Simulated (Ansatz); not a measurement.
The reference is RuP$_{2}$ (space group Pnnm, No. 58; a = 5.103 Å, b = 5.869 Å, c = 2.862 Å).

It is then changed as follows: cell and atoms relaxed at a pressure of 1.5 GPa.

Levels (all Ansatz, an electronic-structure program, PAW): PBEsol (420 eV, no spin-orbit coupling); PBEsol+SOC (420 eV, noncollinear with spin-orbit coupling).

The geometry is relaxed with PBEsol.

| Property | Result |
|---|---|
| PBEsol lowest conduction level above the VBM at special points | Z 1.18 eV; T 1.37 eV; R 1.59 eV; Γ 1.64 eV |
| PBEsol width of the top valence band | 1.37 eV |
| PBEsol electron mass | 0.39 mₑ along a, 1.5 mₑ along b, 0.67 mₑ along c (off the special points) |
| PBEsol smallest direct gap | 1.07 eV |

With PBEsol+SOC at the same geometry, the lowest conduction level above the VBM at special points becomes Z 1.17 eV; T 1.34 eV; R 1.57 eV; Γ 1.62 eV (PBEsol: Z 1.18 eV; T 1.37 eV; R 1.59 eV; Γ 1.64 eV); the width of the top valence band drops by 0.03 eV to 1.34 eV; the electron mass is still 0.39 mₑ along a, 1.5 mₑ along b, 0.67 mₑ along c (off the special points); the smallest direct gap stays essentially unchanged (1.07 eV against 1.06 eV).

Single points use the geometry relaxed with PBEsol. Differences between runs with and without spin-orbit coupling are approximate. Load acts through the strain it causes; cell and atoms are relaxed under it. Effective masses come from finite differences of ±0.01 Å⁻¹. Whether these cells are dynamically stable was not tested.
